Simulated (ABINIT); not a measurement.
## Short convergence ladders for Al (Fm-3m, 1 atom in the cell)

```
Al
1.0
    0.00000     2.03107     2.03107
    2.03107     0.00000     2.03107
    2.03107     2.03107     0.00000
Al
1
Direct
  0.00000   0.00000   0.00000
```

Base method: PBEsol, norm-conserving pseudopotentials (PseudoDojo nc-sr-04 PBEsol standard) (plane waves; ABINIT).

Base settings: pseudos = [Al.upf]; ecut = 544 eV; ixc = -116133; occopt = 7; tsmear = 0.00367493 Ha; ngkpt = 14 14 14; nshiftk = 1; shiftk = 0 0 0; potentials = PseudoDojo nc-sr-04 PBEsol standard; nband = 7.

The count of work is k-points × plane waves × bands × iterations; it is no time. 

**The width of Fermi-Dirac smearing**

In this ladder: occopt = 3; ngkpt = 23 23 23.

Narrow widths need finer meshes than wide ones, so the last steps can hold mesh noise.

Only quantities that move along the ladder and can be compared are tabulated; pressure and forces are left out, as mesh noise rules them at narrow widths.

```csv
tsmear,free energy less the last step's (meV/atom)
0.0367493 Ha,-669.68
0.0183747 Ha,-166.75
0.0110248 Ha,-59.54
0.00734986 Ha,-25.87
0.00367493 Ha,-5.28
0.00183747 Ha,0.00
```

Widest tsmear that holds the free energy within 2 meV/atom: not settled: the last two steps still differ by 5.3 meV/atom, over half the tolerance, so the ladder does not show it.

**The width of Gaussian smearing**

In this ladder: ngkpt = 23 23 23.

Narrow widths need finer meshes than wide ones, so the last steps can hold mesh noise.

Only quantities that move along the ladder and can be compared are tabulated; pressure and forces are left out, as mesh noise rules them at narrow widths.

| tsmear | free energy less the last step's (meV/atom) |
|---|---|
| 0.0367493 Ha | -102.56 |
| 0.0183747 Ha | -26.04 |
| 0.0110248 Ha | -9.33 |
| 0.00734986 Ha | -3.96 |
| 0.00367493 Ha | -0.75 |
| 0.00183747 Ha | 0.00 |

Widest tsmear that holds the free energy within 2 meV/atom of the last step, with all finer ones: 0.00367493 Ha; the step before is off by 4.0 meV/atom.

**The number of bands**

The mesh stays at the base's, so the ladder's end is converged at best in this setting alone.

Only quantities that move along the ladder and can be compared are tabulated.

```csv
nband,free energy less the last step's (meV/atom),pressure (GPa),count of work / last
2,5.65,-3.44,0.21
3,0.00,-3.01,0.088
4,0.00,-3.01,0.12
5,0.00,-3.01,0.15
6,0.00,-3.01,0.18
8,0.00,-3.01,0.24
12,0.00,-3.01,0.35
18,0.00,-3.01,0.53
34,0.00,-3.01,1.0
```

Coarsest nband that holds the free energy within 5 meV/atom of the last step, with all finer ones: 3, at 0.088 of the last step's count of work; the step before is off by 5.7 meV/atom.

Coarsest nband that holds the pressure within 0.2 GPa of the last step, with all finer ones: 3, at 0.088 of the last step's count of work; the step before is off by 0.42 GPa.

On the base run: the starting cell has typed, rounded lattice constants, without a prior relaxation at this level. Its lattice was rescaled by up to half a per cent. In the base run, with a pressure of about -3 GPa the cell is away from its equilibrium volume at this level.

Left out of this page: 4 runs of the series outside the window shown, repeating another row's setting, or not comparable.
